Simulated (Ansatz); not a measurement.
**FeNi3, response to strain**

Take FeNi₃ in the Cu3Au type structure (space group Pm-3m, No. 221; a = 3.5143 Å; ferromagnetic; relaxed with 0.1 eV smearing) as the base. Axes: x, y, z lie along the cube axes.

Strains are applied to the cell and any free atomic positions relax; under biaxial strain the out-of-plane vector relaxes too.

The values are results of Kohn–Sham DFT with the r2SCAN functional, run in Ansatz (a program for electronic structure) with PAW and 500 eV plane waves, without spin-orbit coupling, not measurements.

Notes on the quantities. pressure: mean of the normal stresses, compression positive; energy relative to the base: free energy F.

```tsv
variant	volume per atom	pressure	energy relative to the base
base	10.85 Å³	0.0 GPa	0 meV/atom
biaxial strain −1.63 %, plane normal [001], relaxed out of plane	10.69 Å³	3.4 GPa	+5.4 meV/atom
biaxial strain +1.22 %, plane normal [111], relaxed out of plane	11.04 Å³	-3.4 GPa	+4.4 meV/atom
isotropic strain −3.48 %	9.76 Å³	28.8 GPa	+89 meV/atom
isotropic strain −2.15 %	10.17 Å³	16.0 GPa	+32 meV/atom
isotropic strain +2.27 %	11.61 Å³	-12.1 GPa	+30 meV/atom
uniaxial strain ε_xx = −1.00 %	10.74 Å³	2.2 GPa	+1.0 meV/atom
uniaxial strain ε_yy = −1.01 %	10.74 Å³	2.2 GPa	+1.1 meV/atom
uniaxial strain ε_zz = +1.80 %	11.05 Å³	-3.6 GPa	+3.2 meV/atom
```

The magnetic state is the one reached from the starting moments; the real material's order can differ, and small cells can't hold many antiferromagnetic ones. No phonon test of stability was made.
